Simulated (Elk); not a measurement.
A self-consistent single point of CdS (F-43m, 2 atoms in the cell) with Elk

Method: PBE, all-electron FP-LAPW, Elk's shipped species files, APW+lo basis with extra local orbitals run with Elk 10.2.4.

Input as run:

```
tasks
  0

xctype
  20

tforce
  .true.

rgkmax
  8.0

gmaxvr
  18.0

lmaxapw
  10

lmaxo
  8

nxlo
  2

lorbcnd
  .true.

lradstp
  2

nrmtscf
  2.0

rmtscf
  0.94

lmaxi
  4

stype
  0

swidth
  0.0001

scale
  1.889726125

avec
    0.0000000000    2.9429550000    2.9429550000
    2.9429550000    0.0000000000    2.9429550000
    2.9429550000    2.9429550000    0.0000000000

sppath
  'species/'

atoms
  2   : nspecies
  'Cd.in'   : spfname
  1   : natoms; atposl, bfcmt below
  0.0000000000  0.0000000000  0.0000000000    0.0 0.0 0.0
  'S.in'   : spfname
  1   : natoms; atposl, bfcmt below
  0.2500000000  0.2500000000  0.2500000000    0.0 0.0 0.0

ngridk
  5 5 5
```

Log, with long lists cut:

```
│ Elk code version 10.2.4 │

All units are atomic (Hartree, Bohr, etc.)

│ Ground-state run starting from atomic densities │

Lattice vectors :
   0.000000000       5.561378948       5.561378948
   5.561378948       0.000000000       5.561378948
   5.561378948       5.561378948       0.000000000

Unit cell volume      :    344.0150650
Brillouin zone volume :   0.7210446248

Muffin-tin inner radius fraction :   0.1000000000E-01

Nuclei treated as point charges

Species :    1 (Cd)
 parameters loaded from : Cd.in
 name : cadmium
 nuclear charge    :   -48.00000000
 electronic charge :    48.00000000
 atomic mass :    204912.7175
 muffin-tin radius :    2.444000000
 number of radial points in muffin-tin :   1199
 atomic positions (lattice), magnetic fields (Cartesian) :
   1 :   0.00000000  0.00000000  0.00000000    0.00000000  0.00000000  0.00000000

Species :    2 (S)
 parameters loaded from : S.in
 name : sulphur
 nuclear charge    :   -16.00000000
 electronic charge :    16.00000000
 atomic mass :    58450.91926
 muffin-tin radius :    2.068000000
 number of radial points in muffin-tin :    799
 atomic positions (lattice), magnetic fields (Cartesian) :
   1 :   0.25000000  0.25000000  0.25000000    0.00000000  0.00000000  0.00000000

Total number of atoms per unit cell :    2

Spin treatment :
 spin-unpolarised

Number of Bravais lattice symmetries :   48
Number of crystal symmetries         :   24
Crystal has no inversion symmetry
Complex Hermitian eigensolver will be used

k-point grid :      5     5     5
k-point offset :    0.000000000       0.000000000       0.000000000
k-point set is reduced with full crystal symmetry group
Total number of k-points :       14

Muffin-tin radius times maximum |G+k| :    8.000000000
 using average radius
Maximum |G+k| for APW functions       :    3.546099291
Maximum (1/2)|G+k|²                   :    6.287410090
Maximum |G| for potential and density :    18.00000000
 potential will be trimmed for |G| > 2 gkmax
Constant for pseudocharge density :   11
Radial integration step length :    2

G-vector grid sizes :     48    48    48
Number of G-vectors :    33823

Maximum angular momentum used for
 APW functions                      :   10
 outer part of muffin-tin           :    8
 inner part of muffin-tin           :    4

Total nuclear charge    :   -64.00000000
Total core charge       :    40.00000000
Total valence charge    :    24.00000000
Total excess charge     :    0.000000000
Total electronic charge :    64.00000000

Effective Wigner radius, rₛ :    1.086683216

Number of empty states         :    8
Total number of valence states :   20
Total number of core states    :   40

Conduction state local-orbitals added automatically
Total number of local-orbitals :  212

Exchange-correlation functional :     20     0     0
 Perdew-Burke-Ernzerhof, Phys. Rev. Lett. 77, 3865 (1996)
 gradient requirement :    1
 generalised gradient approximation (GGA)

Smearing type :    0
 Gaussian
Smearing width :   0.1000000000E-03
Effective electronic temperature (K) :    31.57750248

Mixing type :    3
 Broyden mixing, J. Phys. A: Math. Gen. 17, L317 (1984)

Kohn-Sham potential initialised from atomic data

│ Self-consistent loop started │
│ Loop number : 1 │
 total energy                :     -5998.30190186
│ Loop number : 2 │
 total energy                :     -5998.36430190
RMS change in Kohn-Sham potential (target) :   0.2516404904     (  0.1000000000E-05)
Absolute change in total energy (target)   :   0.6240004630E-01 (  0.1000000000E-03)
│ Loop number : 3 │
 total energy                :     -5998.13267573
RMS change in Kohn-Sham potential (target) :   0.2402290925     (  0.1000000000E-05)
Absolute change in total energy (target)   :   0.2160261582     (  0.1000000000E-03)
│ Loop number : 4 │
 total energy                :     -5996.63648843
RMS change in Kohn-Sham potential (target) :   0.1245787881     (  0.1000000000E-05)
Absolute change in total energy (target)   :    1.550193839     (  0.1000000000E-03)
│ Loop number : 5 │
 total energy                :     -5995.73091011
RMS change in Kohn-Sham potential (target) :   0.4529230187E-01 (  0.1000000000E-05)
Absolute change in total energy (target)   :    1.293126781     (  0.1000000000E-03)
│ Loop number : 6 │
 total energy                :     -5995.41214924
RMS change in Kohn-Sham potential (target) :   0.1235848399E-01 (  0.1000000000E-05)
Absolute change in total energy (target)   :   0.6420425712     (  0.1000000000E-03)
│ Loop number : 7 │
 total energy                :     -5995.30151903
RMS change in Kohn-Sham potential (target) :   0.5857942768E-03 (  0.1000000000E-05)
Absolute change in total energy (target)   :   0.2711408454     (  0.1000000000E-03)
│ Loop number : 8 │
 total energy                :     -5995.31332326
RMS change in Kohn-Sham potential (target) :   0.3068762429E-03 (  0.1000000000E-05)
Absolute change in total energy (target)   :   0.5598098384E-01 (  0.1000000000E-03)
│ Loop number : 9 │
 total energy                :     -5995.30839261
RMS change in Kohn-Sham potential (target) :   0.1425594995E-03 (  0.1000000000E-05)
Absolute change in total energy (target)   :   0.1892589733E-01 (  0.1000000000E-03)
│ Loop number : 10 │
 total energy                :     -5995.30371977
RMS change in Kohn-Sham potential (target) :   0.3572239664E-04 (  0.1000000000E-05)
Absolute change in total energy (target)   :   0.9404311323E-02 (  0.1000000000E-03)
│ Loop number : 11 │
 total energy                :     -5995.30280413
RMS change in Kohn-Sham potential (target) :   0.4583173031E-05 (  0.1000000000E-05)
Absolute change in total energy (target)   :   0.3266722191E-02 (  0.1000000000E-03)
│ Loop number : 12 │
 total energy                :     -5995.30266111
RMS change in Kohn-Sham potential (target) :   0.8078360613E-06 (  0.1000000000E-05)
Absolute change in total energy (target)   :   0.9597024036E-03 (  0.1000000000E-03)
│ Loop number : 13 │
 total energy                :     -5995.30262551
RMS change in Kohn-Sham potential (target) :   0.4585897067E-06 (  0.1000000000E-05)
Absolute change in total energy (target)   :   0.2755206515E-03 (  0.1000000000E-03)
│ Loop number : 14 │
 total energy                :     -5995.30259088
RMS change in Kohn-Sham potential (target) :   0.1093739118E-06 (  0.1000000000E-05)
Absolute change in total energy (target)   :   0.1035089126E-03 (  0.1000000000E-03)
│ Loop number : 15 │
 total energy                :     -5995.30258894
RMS change in Kohn-Sham potential (target) :   0.4459864464E-07 (  0.1000000000E-05)
Absolute change in total energy (target)   :   0.2782149022E-04 (  0.1000000000E-03)
Convergence targets achieved

│ Loop number : 16 │

Energies :
 Fermi                       :     0.113842639650
 sum of eigenvalues          :     -3585.51008186
 electron kinetic            :      6268.07357029
 core electron kinetic       :      6069.12807892
 Coulomb                     :     -12082.9226137
 Coulomb potential           :     -9618.49545799
 nuclear-nuclear             :     -508.980490419
 electron-nuclear            :     -13529.3887886
 Hartree                     :      1955.44666529
 Madelung                    :     -7273.67488470
 xc potential                :     -235.088194167
 exchange                    :     -177.263075829
 correlation                 :     -3.19046866030
 total energy                :     -5995.30258789

Density of states at Fermi energy :   0.8541906168E-05
 (states/Hartree/unit cell)

Estimated indirect band gap :   0.3963109414E-01
 from k-point      1 to k-point      1
Estimated direct band gap   :   0.3963109414E-01
 at k-point      1

Charges :
 core                        :    40.00000000
 valence                     :    24.00000000
 interstitial                :    3.578870674
 muffin-tins (core leakage)
  species :    1 (Cd)
   atom    1                 :    46.30502807     (  0.5592041276E-03)
  species :    2 (S)
   atom    1                 :    14.11610125     (  0.1688852050E-03)
 total in muffin-tins        :    60.42112933
 total calculated charge     :    63.99935641
 total charge                :    64.00000000
 error                       :   0.6435924099E-03

│ Self-consistent loop stopped │

Forces :
 species :    1 (Cd)
  atom :    1
   Hellmann-Feynman          :    -0.00000000    0.00000000   -0.00000000
   IBS                       :     0.00000000   -0.00000000    0.00000000
   total force               :     0.00000000   -0.00000000    0.00000000
   total magnitude           :     0.00000000
 species :    2 (S)
  atom :    1
   Hellmann-Feynman          :     0.00000000    0.00000000   -0.00000000
   IBS                       :    -0.00000000   -0.00000000    0.00000000
   total force               :    -0.00000000    0.00000000   -0.00000000
   total magnitude           :     0.00000000
```

The run converged in 16 iterations. The count includes the last loop, which Elk runs after its targets are met.

The starting cell comes from a database of computed structures (which also holds hypothetical and non-ambient phases and stackings), without a prior relaxation at this level. Values depend on the basis (sphere radii, cutoffs, local orbitals), which need not be converged.
